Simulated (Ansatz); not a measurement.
# TaW (model structure, Fm-3m, No. 225, 2 atoms in the cell)

Method: PBEsol (Ansatz, a program for electronic structure, plane waves, PAW).

Run with plane-wave cutoff 520 eV, 18×18×18 k mesh, Fermi–Dirac smearing 0.05 eV, no spin polarisation, scalar-relativistic PAW data made under PBE.

Cell (relaxed at this level):

TaW is modelled in the cubic space group Fm-3m (No. 225), the rock salt structure, Pearson symbol cF8. Conventional cell: a = 5.313 Å, b = 5.313 Å, c = 5.313 Å, α = 90.00°, β = 90.00°, γ = 90.00°. Ta on 4a is coordinated by 6 W at 2.657 Å (octahedral). W on 4b sees 6 Ta at 2.657 Å (octahedral). (Neighbours: up to the widest gap in distance over summed covalent radii, below 1.35, at either atom.)
(The calculation used a cell of 2 atoms; values per cell refer to that cell.)

```
Item               Value
---------------  -------
bulk modulus B0  193 GPa
```

Note: the run has no spin polarisation, so it can have missed a magnetic state; the bulk modulus is −V dP/dV from two relaxed cells at ±2 % in volume; the relaxation could raise the start's symmetry but not lower it, so the cell can be a saddle point.

Spin–orbit coupling is not included.

Computing time: very roughly 60 core-seconds.

A model structure was made by putting elements into a prototype or built by hand; it is no filed structure, need not be a known phase, and can be a saddle point held by its symmetry.
